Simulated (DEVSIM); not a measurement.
Structure: W/Al2O3/n-Ge capacitor, at 300 K.

```tsv
layer (left to right)	material	thickness (nm)	Nd (cm⁻³)
1	Al2O3	12.0	-
2	Ge	420	2e18
```

Metal gate on the left, work function 4.6 eV. Fixed charge at the semiconductor interface 0 cm⁻² (in units of +e); interface traps 3e11 cm⁻² eV⁻¹, uniform in energy, neutral level at 0.3 of the gap above the valence band.

Constants are typed, rounded textbook-type inputs, not results; the design itself was drawn at random and stands for no fabricated device. Values at 300 K.

```
parameter      Al2O3       Ge
-------------  -----  -------
gap (eV)         6.8    0.664
affinity (eV)   1.35        4
permittivity       9       16
Nc (cm⁻³)          -  1.04e19
Nv (cm⁻³)          -     6e18
```

Simulated with DEVSIM: 1D Poisson equation in equilibrium, Boltzmann statistics, complete ionisation; no quantum confinement or tunnelling. Metal contacts follow the ideal Schottky-Mott rule: no Fermi-level pinning, no interface dipoles.

Q: Give the band bending (positive: bands bend down) and minority sheet density.

A: 
```json
[
 {"Vg (V)": "-1.2", "ψs (V)": "-0.607", "minority carriers (cm⁻²)": "1.8e11"},
 {"Vg (V)": "-0.9", "ψs (V)": "-0.483", "minority carriers (cm⁻²)": "1.7e9"},
 {"Vg (V)": "-0.6", "ψs (V)": "-0.348", "minority carriers (cm⁻²)": "< 1e8"},
 {"Vg (V)": "-0.3", "ψs (V)": "-0.227", "minority carriers (cm⁻²)": "< 1e8"},
 {"Vg (V)": "0", "ψs (V)": "-0.125", "minority carriers (cm⁻²)": "< 1e8"},
 {"Vg (V)": "0.3", "ψs (V)": "-0.049", "minority carriers (cm⁻²)": "< 1e8"},
 {"Vg (V)": "0.6", "ψs (V)": "0.002", "minority carriers (cm⁻²)": "< 1e8"},
 {"Vg (V)": "0.9", "ψs (V)": "0.034", "minority carriers (cm⁻²)": "< 1e8"}
]
```
